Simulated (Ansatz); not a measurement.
Levels about the gap of amorphous Zr20O45Nb2 (67 atoms in a cell of 866 Å³, 5.23 g/cm³; zone centre alone, so wide bands show as single levels with stretches between that a denser mesh fills), at the geometry that PBE relaxed, where it gives 0.1 GPa on a denser mesh. Exact exchange is cut at the faces of this small cell, which leaves a finite-size error. The participation number counts the atoms over which a state spreads; weights are charges in smoothed Voronoi cells. The levels come from a single point, so bond lengths are those of that geometry. Method of the levels: HSE06, scalar-relativistic without spin-orbit coupling (Ansatz, a first-principles code). Sampling: the zone centre alone; Fermi-Dirac width 0.02 eV; no spin polarisation.

A CHGNet melt-quench gave the starting glass, which DFT then relaxed. O atoms were pushed apart under 1.9 Å during the dynamics, to hinder bonds among them. The hot cell started wider than the set density and was brought back towards it in steps. It is the lowest in DFT energy of 2 quenches. It is a model cell: composition and starting density were chosen by hand, and all elements were melted together. No dispersion term was used. Its density started from a set value of 5.23 and ended at 5.23 g/cm³. The quench (nominally 300 K/ps over its main leg) was far faster than any real one, so the model tends to hold more defects than a real film. A cell of this size samples the disorder only roughly. The volume was held where the preparation left it and the shape relaxed, at a PBE pressure of 0.1 GPa.

```csv
"E - E(highest filled), eV",filling,participation number,largest on,weight O,weight Zr,weight Nb
-0.41,filled,22.4,"O, 3 neighbours",0.95,0.05,0.00
-0.39,filled,21.3,"O, 3 neighbours",0.95,0.04,0.00
-0.32,filled,16.7,"O, 3 neighbours",0.94,0.05,0.01
-0.32,filled,20.0,"O, 3 neighbours",0.95,0.05,0.01
-0.25,filled,15.2,"O, 3 neighbours",0.95,0.04,0.00
-0.12,filled,17.1,"O, 3 neighbours",0.95,0.05,0.00
0.00,filled,14.3,"O, 3 neighbours",0.95,0.04,0.00
4.74,empty,10.8,"Nb, 5 neighbours",0.33,0.30,0.37
4.78,empty,5.0,"Nb, 7 neighbours",0.33,0.18,0.48
4.90,empty,7.3,"Nb, 7 neighbours",0.32,0.22,0.46
5.06,empty,9.4,"Nb, 5 neighbours",0.33,0.30,0.37
5.22,empty,20.6,"Zr, 6 neighbours",0.34,0.60,0.05
5.27,empty,19.1,"Zr, 7 neighbours",0.34,0.60,0.06
5.31,empty,24.0,"Zr, 7 neighbours",0.34,0.57,0.08
```

Most localised among these is the empty level at +4.78 eV, on a Nb atom, which has 7 neighbours (O 1.96 Å, O 1.97 Å, O 1.99 Å, O 2.07 Å, O 2.17 Å, O 2.26 Å, O 2.26 Å).
